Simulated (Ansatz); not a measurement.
The starting structures come from a database of crystals and need not be the phases stable at ambient conditions.

 Where the default PAW files enter, the runs use the earlier of Ansatz's two default sets.

Inside the gap of an insulator the Bloch states are evanescent, with a wavenumber k + iκ along the transport direction.

Data:

```xyz
8
Lattice="5.7604 0.0000 0.0000 2.8802 6.4538 0.0000 0.0000 2.5708 5.1550" Properties=species:S:1:pos:R:3 pbc="T T T"
Zn     5.7604     3.8696     1.2887
Zn     0.0000     0.0000     0.0000
Sn     2.8802     5.1550     3.8662
Sn     2.8802     1.2854     2.5775
P      7.2006     5.7494     1.8229
P      1.3170     1.9348     0.6444
P      4.3203     7.1447     4.6208
P      4.4435     3.2202     3.2219
```

Space group of this cell: I-42d, chalcopyrite. The cell is strained (all lengths scaled by 1.02); by r2SCAN its mean pressure is -3.8 GPa.

Transport runs along the normal of the first two printed cell vectors, the (101) plane of the conventional cell.

The gap is the functional's own, uncorrected, and κ follows it; spin-orbit coupling is left out. Mid-gap values are interpolated between the computed energies.

Task: Estimate the band gap and the smallest decay constant κ at mid-gap that Ansatz (an electronic-structure program) with r2SCAN returns for this system.

Result: Gap 0.92 eV on a 6×6×6 mesh; κ = 0.064 1/Å, at the zone centre.
